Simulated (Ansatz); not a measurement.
Band structure of Nb3Si2 (P4/mbm, 10 atoms in the cell).

```xyz
10
Lattice="6.7456 0.0000 0.0000 0.0000 6.7456 0.0000 0.0000 0.0000 3.5214" Properties=species:S:1:pos:R:3 pbc="T T T"
Nb     3.3728     3.3728     0.0000
Nb     0.0000     0.0000     0.0000
Nb     4.5293     1.1565     1.7607
Nb     2.2163     5.5891     1.7607
Nb     5.5891     4.5293     1.7607
Nb     1.1565     2.2163     1.7607
Si     0.8585     4.2313     0.0000
Si     5.8871     2.5143     0.0000
Si     2.5143     0.8585     0.0000
Si     4.2313     5.8871     0.0000
```

Method: r2SCAN, default PAW files made with PBE (plane waves; Ansatz, a quantum-chemistry and plane-wave program).

Settings: basis.ecutwfc = 500 eV; kpoints.mp_grid.grid = 3 3 6; kpoints.mp_grid.shift = 0.5 0.5 0.5; hamiltonian.xc = r2scan; hamiltonian.pseudopotentials = {kind: paw} (the program's default PAW files); scf.occupations.method = gaussian; scf.occupations.width = 0.272 eV; kpoints.band_path.npoints = 16.

The starting cell comes from a database of computed structures (which also holds hypothetical and non-ambient phases and stackings), without a prior relaxation at this level. Spin polarisation is off.

Levels in eV from the Fermi level, bands 45 to 52:
```
point     45     46     47     48     49     50    51    52
-----  -----  -----  -----  -----  -----  -----  ----  ----
Γ      -0.58  -0.48  -0.20  -0.20   0.73   0.94  0.96  1.26
X      -0.45  -0.45  -0.01  -0.01   0.34   0.34  0.60  0.60
M      -1.43  -1.43  -0.05  -0.05   0.53   0.53  0.69  0.69
Z      -1.25  -0.81  -0.66  -0.66  -0.51  -0.23  2.14  2.39
R      -1.01  -1.01   0.41   0.41   1.24   1.24  1.68  1.68
A      -1.96  -1.96   0.62   0.62   2.11   2.11  2.14  2.14
```

Bands cross the Fermi level along this path, so the cell is metallic at this level.

Keys are those of Ansatz 0.2.
